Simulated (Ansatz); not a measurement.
Where the default PAW files enter, the runs use the earlier of Ansatz's two default sets.

Inside the gap of an insulator the Bloch states are evanescent, with a wavenumber k + iκ along the transport direction.

Input:

```xyz
28
Lattice="3.8075 0.0000 0.0000 -1.9037 3.2974 0.0000 0.0000 0.0000 43.5957" Properties=species:S:1:pos:R:3 pbc="T T T"
Zn     1.9037     1.0991     3.1171
Zn     0.0000     2.1982    24.9150
Zn     0.0000     0.0000    28.0277
Zn     0.0000     0.0000     6.2298
Zn     0.0000     2.1982    34.2532
Zn     1.9037     1.0991    12.4553
Zn     0.0000     0.0000    15.5724
Zn     0.0000     0.0000    37.3703
Zn     1.9037     1.0991    40.4830
Zn     0.0000     2.1982    18.6851
Zn     0.0000     2.1982     9.3426
Zn     1.9037     1.0991    31.1404
Zn     0.0000     2.1982     0.0000
Zn     1.9037     1.0991    21.7979
S      0.0000     2.1982    21.0131
S      1.9037     1.0991    42.8110
S      0.0000     2.1982     2.3367
S      1.9037     1.0991    24.1346
S      1.9037     1.0991    14.7920
S      0.0000     2.1982    36.5899
S      0.0000     0.0000    17.9048
S      0.0000     0.0000    39.7026
S      1.9037     1.0991    33.4728
S      0.0000     2.1982    11.6749
S      0.0000     0.0000     8.5622
S      0.0000     0.0000    30.3601
S      1.9037     1.0991     5.4495
S      0.0000     2.1982    27.2473
```

Space group of this cell: P6_3mc. The cell is taken as given; by LDA its mean pressure is -3.9 GPa.

Transport runs along the normal of the first two printed cell vectors, the (001) plane of the conventional cell.

No gap correction and no spin-orbit coupling; mid-gap values are interpolated between computed energies.

Give the band gap and the smallest decay constant κ at mid-gap that LDA in Ansatz (a quantum-chemistry and plane-wave program) yields.

Gap 1.90 eV on a 12×12×1 mesh; κ = 0.132 1/Å, at the zone centre.
